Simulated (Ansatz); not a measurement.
Given:

```
CELL_PARAMETERS angstrom
      4.18847     0.00000     0.00000
      0.00000     4.18847     0.00000
      0.00000     0.00000     4.31854
ATOMIC_POSITIONS crystal
  K  0.00000 0.00000 0.00000
  I  0.50000 0.50000 0.50000
```

No spin polarisation.

Method: r2SCAN (Ansatz, a first-principles code; PAW; 500 eV plane waves; no spin-orbit coupling). Settings: 8×8×8 k-points, 0.05 eV Fermi–Dirac smearing.

Question: Predict the electron mass and gap character.

Answer: 
* **Electron mass**: 0.26 mₑ out of plane, 0.33 mₑ in plane (at Γ)
* **Gap character**: indirect, R → Γ

Spin-orbit coupling, missing from the scalar runs, can matter with I. The cells carry an imposed strain or load. Effective masses come from finite differences of ±0.01 Å⁻¹. Whether these cells are dynamically stable was not tested. The cell was made from KI in the CsCl type structure (space group Pm-3m, No. 221; a model cell, its experimental status unchecked) by this change: biaxial strain −2.41 %, plane normal [001], relaxed out of plane. This is not the structure that KI has at room temperature and ambient pressure.
